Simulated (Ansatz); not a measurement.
**Pressure series in MgF2**

The parent structure is MgF$_{2}$ in the rutile structure (space group P4_2/mnm, No. 136; a = 4.626 Å, c = 3.049 Å).

Cell and atoms are relaxed at each pressure.

The values are results of r2SCAN/PAW in Ansatz (a program for electronic structure), no SOC, earlier PAW set, not measurements.

Candidates:
(a) pressure 30 GPa
(b) pressure 7 GPa
(c) pressure 50 GPa
(d) pressure −1 GPa
(e) pressure 3 GPa

For the base:

The band gap is 8.06 eV.

Q: Order them by band gap, highest first.

A: (c) pressure 50 GPa (10.15 eV), (a) pressure 30 GPa (9.50 eV), (b) pressure 7 GPa (8.48 eV), (e) pressure 3 GPa (8.25 eV), (d) pressure −1 GPa (7.99 eV)

Load acts through the strain it causes; cell and atoms are relaxed under it. Stability against distortions was not tested. No other phases were tried under pressure.
